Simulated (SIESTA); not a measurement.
Band structure of HgTe (F-43m, 2 atoms in the cell).

```
HgTe
1.0
    0.00000     3.34526     3.34526
    3.34526     0.00000     3.34526
    3.34526     3.34526     0.00000
Hg Te
1 1
Cartesian
  0.00000   0.00000   0.00000
  1.67263   1.67263   1.67263
```

Method of the run: GGA PBE, numerical atomic orbitals DZP, PseudoDojo PBE standard norm-conserving potentials (rewritten from UPF to PSML) (SIESTA).

Settings: XC.functional = GGA; XC.authors = PBE; potentials = PseudoDojo PBE standard; PAO.BasisSize = DZP; PAO.EnergyShift = 0.005 Ry; MeshCutoff = 300 Ry; kgrid.MonkhorstPack = 7 7 7; OccupationFunction = MP; OccupationMPOrder = 0; ElectronicTemperature = 2320.9 K; MaxSCFIterations = 150; SCF.Mixer.Method = Broyden; SCF.Mixer.Weight = 0.2; SCF.Mixer.History = 6.

The starting cell comes from a database of computed structures (which also holds hypothetical and non-ambient phases and stackings), without a prior relaxation at this level. Its lattice was rescaled by a random factor within 2.5 % of one. Spin-orbit coupling is off. Values carry the incompleteness of an atom-centred basis. The run gives no clean gap (levels at the Fermi energy touch, overlap or are partly filled at this smearing), which alone does not show that the compound is a metal.

Levels in eV from the Fermi level, bands 15 to 20:
```
point     15     16     17     18     19    20
-----  -----  -----  -----  -----  -----  ----
Γ      -6.87  -0.27  -0.12  -0.12  -0.12  4.47
X      -6.49  -4.86  -1.96  -1.96   2.08  3.05
W      -6.39  -4.86  -2.26  -2.23   3.12  5.12
K      -6.43  -4.83  -2.51  -1.65   2.47  4.42
L      -6.58  -4.80  -0.91  -0.91   0.99  5.18
U      -6.43  -4.83  -2.51  -1.65   2.47  4.42
```

Bands cross the Fermi level along this path, so the cell is metallic at this level.

Higher empty bands are left out: an atom-centred basis made for the valence describes them poorly.
